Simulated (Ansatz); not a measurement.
Start from Au in the fcc (Cu type) structure (space group Fm-3m, No. 225; relaxed with 0.1 eV smearing).

```
CELL_PARAMETERS angstrom
      0.00000     2.06226     2.06226
      2.06226     0.00000     2.06226
      2.06226     2.06226     0.00000
ATOMIC_POSITIONS crystal
  Au 0.00000 0.00000 0.00000
```

Cartesian axes are those of the cell as printed.

The values are results of Ansatz (a first-principles code) r2SCAN, no spin-orbit coupling, not measurements.

It is then changed as follows: compressive biaxial strain of 2.50 % in the plane normal to [001], as in epitaxy on a mismatched substrate; the out-of-plane cell vector and the atoms relax.

**Question.** How does this affect the energy relative to the base?

**Answer.** The energy rises by 4.8 meV/atom.

**Question.** What happens to the ratio −ε⊥/ε∥?

**Answer.** The ratio −ε⊥/ε∥ comes out as 1.76.

**Question.** Predict the new in-plane stress.

**Answer.** The mean in-plane stress (compression positive) is +2.2 GPa.

Stability against distortions was not tested.
